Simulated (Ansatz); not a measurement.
Base system: Ni in the fcc (Cu type) structure (space group Fm-3m, No. 225; a = 3.518 Å; ferromagnetic).

The values are results of PBE/PAW in Ansatz (a program for electronic structure), spin-orbit coupling left out, not measurements.

Base values:

| Item | Result |
|---|---|
| Lattice parameter a | 351.8 pm |
| Magnetic state | ferromagnetic |

Modification: cell and atoms relaxed at a pressure of 45 GPa.

Task: What does the calculation give for the lattice parameter a and magnetic state after the change?

Result: The lattice parameter a falls by 17.7 pm to 334.1 pm; the magnetic state remains ferromagnetic.

Other magnetic orders, which the real material may have, were not ruled out. Load acts through the strain it causes; cell and atoms are relaxed under it. Stability against distortions was not tested. No other phases were tried under pressure.
